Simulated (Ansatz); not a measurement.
# Thickness series in hypothetical diamond W

Base system: W in the diamond structure (space group Fd-3m, No. 227; a = 5.755 Å; a hypothetical phase, not in the database extracts checked). Axes: x, y, z lie along the cube axes.

Free-standing slabs (2 atom(s) a layer) normal to [110] with 15 Å of vacuum; in-plane cell held at bulk.

Method: PBEsol, PAW, 420 eV (Ansatz, an electronic-structure program; no SOC).

Notes on the quantities. excess energy per area of both faces: slab less bulk energy over the cell's area: twice a surface energy; uncertain by up to 0.10 J/m²; layer's space group: with vacuum.

```json
[
 {"change": "base", "thickness between the outermost nuclei": "–", "excess energy per area of both faces": "–", "shortest interatomic distance": "2.492 Å", "layer's space group": "–"},
 {"change": "1 layer", "thickness between the outermost nuclei": "–", "excess energy per area of both faces": "–", "shortest interatomic distance": "2.448 Å", "layer's space group": "Pmma (No. 51)"},
 {"change": "2 layers", "thickness between the outermost nuclei": "1.89 Å", "excess energy per area of both faces": "2.94 J/m²", "shortest interatomic distance": "2.387 Å", "layer's space group": "Pmna (No. 53)"},
 {"change": "3 layers", "thickness between the outermost nuclei": "4.18 Å", "excess energy per area of both faces": "3.21 J/m²", "shortest interatomic distance": "2.451 Å", "layer's space group": "Pmma (No. 51)"},
 {"change": "4 layers", "thickness between the outermost nuclei": "6.21 Å", "excess energy per area of both faces": "3.02 J/m²", "shortest interatomic distance": "2.431 Å", "layer's space group": "Pmna (No. 53)"},
 {"change": "5 layers", "thickness between the outermost nuclei": "8.24 Å", "excess energy per area of both faces": "3.1 J/m²", "shortest interatomic distance": "2.441 Å", "layer's space group": "Pmma (No. 51)"},
 {"change": "6 layers", "thickness between the outermost nuclei": "10.25 Å", "excess energy per area of both faces": "3.1 J/m²", "shortest interatomic distance": "2.442 Å", "layer's space group": "Pmna (No. 53)"},
 {"change": "7 layers", "thickness between the outermost nuclei": "12.32 Å", "excess energy per area of both faces": "3.1 J/m²", "shortest interatomic distance": "2.439 Å", "layer's space group": "Pmma (No. 51)"}
]
```

The excess energy carries the mismatch between the slab's and the bulk's meshes. Whether these cells are dynamically stable was not tested. All final runs are without spin polarisation. W has a high density of states at the Fermi level and may be magnetic at this level.
